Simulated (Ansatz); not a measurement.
Consider SnSe (space group Pnma, No. 62; a = 11.230 Å, b = 4.112 Å, c = 4.237 Å).

Computed with PBEsol-D3(BJ) (Ansatz, a first-principles code; PAW; 420 eV plane waves; scalar-relativistic without spin-orbit coupling).

Before the change:

The gap between the host's bands comes out as 0.21 eV. The gap character is indirect, Γ–Z (83 % along) → Γ–Z (17 % along).

One thing is altered: electron doping at 3.0×10^21 cm⁻³ (0.587 per cell), with a uniform compensating background at fixed cell and a 300 K Fermi–Dirac width.

Problem. What happens to the Fermi level from band edge, gap between the host's bands, gap character and largest internal atomic displacement?

Solution. The Fermi level relative to the doped band's edge (positive inside the band; to 0.05 eV) amounts to +0.65 eV; the gap between the host's bands shrinks by 0.11 eV, from 0.21 eV to 0.10 eV; the gap character remains indirect, Γ–Z (83 % along) → Γ–Z (17 % along); the largest internal atomic displacement comes out as 0.094 Å.

Charged cell with a jellium background: band edges are those of the host's band count, energies are not comparable with the neutral cell, and many-body gap narrowing is missing. No phonon test of stability was made. The D3 term's C6 switches between coordination references near this geometry, which can add small steps to energies. The zero or small gap of SnSe can change with the level of theory.
